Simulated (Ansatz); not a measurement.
TePt (P6₃/mmc, No. 194, 4 atoms in the cell; start mp-571512; a measured phase of this formula has another space group), treated with r²SCAN (Ansatz, a quantum-chemistry and plane-wave program, plane waves, PAW).

Settings: plane-wave cutoff 560 eV, 18×18×10 k mesh (along the axes of the cell as run), Fermi–Dirac smearing 0.05 eV, scalar-relativistic PAW data made under PBE.

Cell (relaxed at this level):

```cif
data_Pt2Te2
_chemical_formula_sum 'Te2 Pt2'
_space_group_name_H-M_alt 'P 1'
_space_group_IT_number 1
_cell_length_a 4.24508
_cell_length_b 4.24508
_cell_length_c 5.61103
_cell_angle_alpha 90.000
_cell_angle_beta 90.000
_cell_angle_gamma 120.000
loop_
_space_group_symop_operation_xyz
  'x, y, z'
loop_
_atom_site_label
_atom_site_type_symbol
_atom_site_fract_x
_atom_site_fract_y
_atom_site_fract_z
_atom_site_occupancy
Te1 Te 0.66667 0.33333 0.75000 1
Te2 Te 0.33333 0.66667 0.25000 1
Pt1 Pt 0.00000 0.00000 0.50000 1
Pt2 Pt 0.00000 0.00000 0.00000 1
```

### Question
Estimate the bulk modulus that the calculation returns.

### Answer

* **bulk modulus**: 129 GPa

The run finds no gap.

Note: the bulk modulus is −V dP/dV from two relaxed cells at ±2 % in volume; the relaxation could not lower the start's symmetry, so the cell can be a saddle point above a distorted one.

Spin–orbit coupling is not included; it can open a gap where bands touch, and shift volumes and moduli.

The computed numbers hold no vibrational or temperature effects.

A start named mp-… is a Materials Project structure, which need not be a measured phase.
